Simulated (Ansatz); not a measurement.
The starting structures come from a database of crystals and need not be the phases stable at ambient conditions.

Tunnelling through a barrier is set by its complex band structure: the current falls as exp(−2κd) with the smallest κ.

Consider the following.

```yaml
crystal:
  lattice:
    - [3.14850, 0.00000, 0.00000]
    - [0.00000, 15.36635, 0.00000]
    - [0.00000, 0.00000, 5.12486]
  atoms:
    - { symbol: Re, position: [0.75000, 0.64999, 0.35071] }
    - { symbol: Re, position: [0.25000, 0.35001, 0.64929] }
    - { symbol: Re, position: [0.25000, 0.85001, 0.85071] }
    - { symbol: Re, position: [0.75000, 0.14999, 0.14929] }
    - { symbol: P, position: [0.75000, 0.51260, 0.14614] }
    - { symbol: P, position: [0.25000, 0.48740, 0.85386] }
    - { symbol: P, position: [0.25000, 0.98740, 0.64614] }
    - { symbol: P, position: [0.75000, 0.01260, 0.35386] }
    - { symbol: P, position: [0.75000, 0.88203, 0.17871] }
    - { symbol: P, position: [0.25000, 0.11797, 0.82129] }
    - { symbol: P, position: [0.25000, 0.61797, 0.67871] }
    - { symbol: P, position: [0.75000, 0.38203, 0.32129] }
    - { symbol: P, position: [0.75000, 0.79340, 0.52224] }
    - { symbol: P, position: [0.25000, 0.20660, 0.47776] }
    - { symbol: P, position: [0.25000, 0.70660, 0.02224] }
    - { symbol: P, position: [0.75000, 0.29340, 0.97776] }
```

Space group of this cell: Pnma. The cell is taken as given.

Transport runs along the normal of the first two printed cell vectors.

No gap correction and no spin-orbit coupling; mid-gap values are interpolated between computed energies.

Q: Estimate the band gap and the smallest decay constant κ at mid-gap that r2SCAN run with Ansatz (an electronic-structure program) returns for this system.

A: Gap 0.24 eV on a 10×2×6 mesh; κ = 0.087 1/Å, at the zone centre.
